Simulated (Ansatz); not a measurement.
**How the lattice parameter a of GeS2 (model structure, started from the anatase type, I4₁/amd, No. 141, 6 atoms in the cell) moves with the method**

No measured value is used here.

| level (code) | value (Å) |
|---|---|
| PBE (Ansatz) | 5.104 |
| PBEsol (Ansatz) | 5.017 |
| PBE-D3(BJ) (Ansatz) | 5.049 |

Ansatz's density-functional and Hartree–Fock values are scalar-relativistic unless marked +SOC, with PAW data made under PBE.

A model structure was made by putting elements into a prototype or built by hand; it is no filed structure, need not be a known phase, and can be a saddle point held by its symmetry.

Ansatz is a quantum-chemistry and plane-wave program.
